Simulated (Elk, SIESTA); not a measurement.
A SIESTA input for a self-consistent single point of CoAl (Pm-3m, 2 atoms in the cell) (DFT, GGA PBEsol, numerical atomic orbitals DZP, PseudoDojo PBEsol standard norm-conserving potentials (rewritten from UPF to PSML)):

```
# files in the folder: Al.psml Co.psml (PseudoDojo PBEsol standard)
SystemName  CoAl
SystemLabel siesta

NumberOfAtoms                2
NumberOfSpecies              2
%block ChemicalSpeciesLabel
  1 13 Al
  2 27 Co
%endblock ChemicalSpeciesLabel
LatticeConstant              1.0 Ang
%block LatticeVectors
     2.906904000    0.000000000    0.000000000
     0.000000000    2.906904000    0.000000000
     0.000000000    0.000000000    2.906904000
%endblock LatticeVectors
AtomicCoordinatesFormat      Bohr
%block AtomicCoordinatesAndAtomicSpecies
     2.746626215    2.746626215    2.746626215  1
     0.000000000    0.000000000    0.000000000  2
%endblock AtomicCoordinatesAndAtomicSpecies

XC.functional                GGA
XC.authors                   PBEsol
PAO.BasisSize                DZP
PAO.EnergyShift              0.005 Ry
MeshCutoff                   350 Ry
%block kgrid.MonkhorstPack
   15   0   0  0.0
    0  15   0  0.0
    0   0  15  0.0
%endblock kgrid.MonkhorstPack
OccupationFunction           FD
ElectronicTemperature        0.05 eV

MaxSCFIterations             150
SCF.Mixer.Method             Pulay
SCF.Mixer.Weight             0.1
SCF.Mixer.History            8
SCF.DM.Tolerance             1.0E-04
Diag.ParallelOverK           true
WriteForces                  true
```

Question: Translate this input to Elk.

Answer: This is the input that was run; spellings and numerical settings could be chosen otherwise.

```
tasks
  0

xctype
  22

rgkmax
  8.0

gmaxvr
  14.0

nxlo
  2

lorbcnd
  .true.

lmaxi
  3

swidth
  0.00183747

maxscl
  100

avec
    5.4932524306    0.0000000000    0.0000000000
    0.0000000000    5.4932524306    0.0000000000
    0.0000000000    0.0000000000    5.4932524306

atoms
  2
  'Al.in'
  1
  0.5000000000  0.5000000000  0.5000000000    0.0 0.0 0.0
  'Co.in'
  1
  0.0000000000  0.0000000000  0.0000000000    0.0 0.0 0.0

ngridk
  15 15 15
```

Basis settings and potentials, where a program has them, do not carry over. This input uses DFT, PBEsol, all-electron FP-LAPW, Elk's shipped species files, APW+lo basis with extra local orbitals.

The starting cell has typed, rounded lattice constants, without a prior relaxation at this level. Its lattice was rescaled by a random factor within 2.5 % of one.
